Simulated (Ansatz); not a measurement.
**Sn on the 1x1 (111) surface of fcc Au (the real clean face reconstructs), one in a 2x2 cell, started at the site 'hollow Au-Au-Au over Au at depth 4.8 Å'**

Method: PBE (plane waves to 420 eV, PAW; Ansatz, a quantum-chemistry and plane-wave program).

Model: 17-atom slab, 7.2 Å thick at the start under the adsorbate (thin: gaps and levels are the slab's own), 6x6x1 mesh, Fermi-Dirac 0.1 eV, dipole correction, 8 atoms held, the rest relaxed; start symmetry kept, larger cells not searched; spin-polarised, no spin-orbit, no U, no dispersion correction. The starting moment vanished. At the end it is bonded to 3 Au. In PBE it is, or lies within 0.03 eV of, the lowest of the starts that converged.

| Item | Result |
|---|---|
| adsorption energy against an atom of beta tin | -0.30 eV |
| work function of the top face | 4.19 eV |
| change of the work function | -0.93 eV |
| change of the step from the bottom to the top vacuum level, against the clean slab | -1.04 eV |
| energy released by relaxation | 0.11 eV |
| height of the binding atom over the mean of the host atoms within 0.3 Å of the top one | 2.086 Å |
| magnetic moment of the cell | 0.00 μB |
| nearest host atoms of the binding atom | Au at 2.73 Å, Au at 2.73 Å, Au at 2.73 Å |
| largest move of a host atom | 0.08 Å |
| cost | around 12 core-minutes (rough) |

A negative adsorption energy means that the adsorbate is more stable on the surface than in its reference.
